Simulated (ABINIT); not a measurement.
Worked example: self-consistent single point of LuGa5Co (P4/mmm, 7 atoms in the cell) in ABINIT.

Method: PBEsol, PAW (JTH v2.0 PBE PAW, files made for PBE) (plane waves; ABINIT).

The change in words: lattice scaled by 0.98. Reference geometry:
```
LuGa5Co
1.0
    4.20530     0.00000     0.00000
    0.00000     4.20530     0.00000
    0.00000     0.00000     6.75100
Lu Ga Co
1 5 1
Direct
  0.00000   0.00000   0.00000
  0.00000   0.50000   0.30773
  0.00000   0.50000   0.69227
  0.50000   0.00000   0.30773
  0.50000   0.00000   0.69227
  0.50000   0.50000   0.00000
  0.00000   0.00000   0.50000
```

Reference input (self-consistent single point, DFT, PBEsol, plane waves, PAW (JTH v2.0 PBE PAW, files made for PBE)): pseudos = [Lu.GGA_PBE-JTH.xml, Ga.GGA_PBE-JTH.xml, Co.GGA_PBE-JTH.xml]; ecut = 30 Ha; pawecutdg = 60 Ha; pawxcdev = 0; ixc = -116133; occopt = 3; tsmear = 0.1 eV; ngkpt = 5 5 3; nshiftk = 1; shiftk = 0 0 0; potentials = JTH v2.0 PBE PAW; nband = 67. This run's input differs from it in these lines:

```diff
@@ -3,3 +3,3 @@
 pseudos "Lu.GGA_PBE-JTH.xml, Ga.GGA_PBE-JTH.xml, Co.GGA_PBE-JTH.xml"
-acell 7.9468652719 7.9468652719 12.7575410673
+acell 7.7879279665 7.7879279665 12.5023902460
 rprim
@@ -14,8 +14,8 @@
          0.0000000000    0.0000000000    0.0000000000
-         0.0000000000    2.1026500000    2.0774852300
-         0.0000000000    2.1026500000    4.6735147700
-         2.1026500000    0.0000000000    2.0774852300
-         2.1026500000    0.0000000000    4.6735147700
-         2.1026500000    2.1026500000    0.0000000000
-         0.0000000000    0.0000000000    3.3755000000
+         0.0000000000    2.0605970000    2.0359355254
+         0.0000000000    2.0605970000    4.5800444746
+         2.0605970000    0.0000000000    2.0359355254
+         2.0605970000    0.0000000000    4.5800444746
+         2.0605970000    2.0605970000    0.0000000000
+         0.0000000000    0.0000000000    3.3079900000
       Angstrom
```

Output (repeated stretches shortened):

```
--- !BeginCycle
solver: {iscf: 17, nstep: 100, nline: 4, wfoptalg: 10, }
tolerances: {toldfe: 1.00E-09, }
...

     iter   Etot(hartree)      deltaE(h)  residm     nres2
 ETOT  1  -801.24174756167    -8.012E+02 1.541E+01 4.290E+02
 ETOT  2  -828.37151460802    -2.713E+01 7.197E+00 7.253E+03
 ETOT  3  -821.57063485013     6.801E+00 6.616E+01 2.645E+03
 ETOT  4  -819.77982798323     1.791E+00 1.037E+00 3.463E+02
 ETOT  5  -819.43720451652     3.426E-01 7.709E-01 5.497E+01
   [... 19 lines left out ...]
 ETOT 25  -819.39340628840    -6.142E-08 6.205E-04 6.764E-07
 ETOT 26  -819.39340630504    -1.664E-08 1.640E-04 3.814E-07
 ETOT 27  -819.39340630554    -5.045E-10 5.261E-04 6.003E-07
 ETOT 28  -819.39340630613    -5.824E-10 1.373E-04 4.574E-07
 At SCF step   28, etot is converged :
  for the second time, diff in etot=  5.824E-10 < toldfe=  1.000E-09

 Cartesian components of stress tensor (hartree/bohr^3)
  sigma(1 1)= -1.43837251E-05  sigma(3 2)=  0.00000000E+00
  sigma(2 2)= -1.43837251E-05  sigma(3 1)=  0.00000000E+00
  sigma(3 3)= -2.88313243E-05  sigma(2 1)=  0.00000000E+00

 ----iterations are completed or convergence reached----

 reduced coordinates (array xred) for    7 atoms
       0.000000000000      0.000000000000      0.000000000000
       0.000000000000      0.500000000000      0.307729999160
       0.000000000000      0.500000000000      0.692270000840
       0.500000000000      0.000000000000      0.307729999160
       0.500000000000      0.000000000000      0.692270000840
       0.500000000000      0.500000000000      0.000000000000
   [... lines left out ...]
 Fermi (or HOMO) energy (hartree) =   0.29509   Average Vxc (hartree)=  -0.40233
   [... lines left out ...]
'-kT*entropy'       : -2.98571122892729E-03
total_energy        : -8.19393409371080E+02
total_energy_eV     : -2.22968285947506E+04
...

-Cartesian components of stress tensor (GPa)         [Pressure=  5.6487E-01 GPa]
- sigma(1 1)= -4.23183732E-01  sigma(3 2)=  0.00000000E+00
- sigma(2 2)= -4.23183732E-01  sigma(3 1)=  0.00000000E+00
- sigma(3 3)= -8.48246704E-01  sigma(2 1)=  0.00000000E+00

 Calculation completed.
```

The run converged in 28 iterations. Against the reference run the free energy drops by 14.7 meV/atom, the pressure goes from -5.06 to 0.56 GPa and the largest force goes from 0.022 to 0.138 eV/Å.

The starting cell comes from a database of computed structures (which also holds hypothetical and non-ambient phases and stackings), without a prior relaxation at this level. For this run, on top of that: lattice scaled by 0.98. Spin polarisation is off. The potentials were made for another functional than the one used.

Cost on one core of a shared machine: roughly 7 min.
